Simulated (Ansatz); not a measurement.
CsCl-type NiAl, treated with PBE-D4 in Ansatz (PAW).

Run with plane-wave cutoff 520 eV, 20×20×20 k mesh, Fermi–Dirac smearing 0.05 eV, no spin polarisation, scalar-relativistic PAW data made under PBE.

Results at a series of volumes:

```json
[
 {"V (Å³/atom)": "11.005", "E − E_lowest (meV/atom)": "25.34", "P (GPa)": "12.23"},
 {"V (Å³/atom)": "11.239", "E − E_lowest (meV/atom)": "10.84", "P (GPa)": "7.70"},
 {"V (Å³/atom)": "11.474", "E − E_lowest (meV/atom)": "2.61", "P (GPa)": "3.64"},
 {"V (Å³/atom)": "11.708", "E − E_lowest (meV/atom)": "0.00", "P (GPa)": "0.00"},
 {"V (Å³/atom)": "11.942", "E − E_lowest (meV/atom)": "2.43", "P (GPa)": "-3.26"},
 {"V (Å³/atom)": "12.176", "E − E_lowest (meV/atom)": "9.36", "P (GPa)": "-6.17"},
 {"V (Å³/atom)": "12.410", "E − E_lowest (meV/atom)": "20.30", "P (GPa)": "-8.75"}
]
```

### Question
Estimate the bulk modulus and its pressure derivative from these points.

### Answer
V0 = 11.707 Å³/atom, B0 = 172 GPa, B′ = 4.6 (fit to the energies at full precision).

Measured, for comparison: bulk modulus 156 GPa (room temperature, not corrected to a static lattice; as tabulated in Yamada et al. (2019), arXiv:1910.09660); equilibrium volume per atom 11.97 Å³/atom (extrapolated to 0 K, zero-point anharmonic expansion removed (Haas, Tran, Blaha 2009); as tabulated in Levämäki et al. (2014), arXiv:1402.3671). Computed (rounded) less measured: bulk modulus +10 %, equilibrium volume per atom -2.2 %.

Computed values are for the static lattice.

Ansatz is a quantum-chemistry and plane-wave program.
